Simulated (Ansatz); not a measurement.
Seebeck coefficient (μV/K, mean over directions) of n-type BP (F-43m) against carrier density, HSE06 with spin-orbit coupling, rigid bands run with Ansatz (a quantum-chemistry and plane-wave program). Computed gap 1.93 eV; densities at which minority carriers matter at this gap, or further valleys turn the trend, are left out. Conductivity mass 0.32 mₑ (harmonic mean over directions), N_c = 3.8e19 cm⁻³ at 300 K.

| electron density | 300 K | 500 K |
|---|---|---|
| 1e16 cm⁻³ | -925 | [?] |
| 1e17 cm⁻³ | -726 | -792 |
| 1e18 cm⁻³ | -528 | [?] |
| 3e18 cm⁻³ | -434 | -499 |
| 1e19 cm⁻³ | -331 | -396 |
| 3e19 cm⁻³ | -241 | -304 |
| 1e20 cm⁻³ | -150 | -206 |
| 3e20 cm⁻³ | -83 | [?] |
| 1e21 cm⁻³ | -38 | -64 |

Question: Some entries are withheld; supply them.

Answer: 
- 1e16 cm⁻³, 500 K: -991
- 1e18 cm⁻³, 500 K: -594
- 3e20 cm⁻³, 500 K: -127

Rigid bands with a gap fixed in temperature, one relaxation time for all states, no polarons or phonon drag, and whether or not such doping can be reached. Geometry: cell and atoms relaxed with PBEsol.
